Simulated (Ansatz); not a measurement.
The parent structure is Os in the hcp (Mg type) structure (space group P6_3/mmc, No. 194; relaxed with 0.1 eV smearing).

```
CELL_PARAMETERS angstrom
      2.72903     0.00000     0.00000
     -1.36451     2.36341     0.00000
      0.00000     0.00000     4.30906
ATOMIC_POSITIONS crystal
  Os 0.66667 0.33333 0.75000
  Os 0.33333 0.66667 0.25000
```

Cartesian axes are those of the cell as printed.

Calculations: PBEsol (Ansatz, a quantum-chemistry and plane-wave program; PAW; 420 eV plane waves; no spin-orbit coupling).

Perturbation: uniaxial strain ε_zz = −1.00 %, all other strain components held at zero, atoms relaxed at fixed cell.

Predict the stress tensor and what it implies for the stiffness.

Stress of the strained cell less that of the base (GPa, compression positive):
```
    2.5     0.0     0.0
    0.0     2.5     0.0
    0.0     0.0     9.1
```

Then −Δσ_ii/ε with ε = -0.0100 gives relaxed-ion elastic constants: C33 ≈ 912 GPa, C13 ≈ 250 GPa and C23 ≈ 250 GPa.

No phonon test of stability was made. The final runs are not spin-polarised.
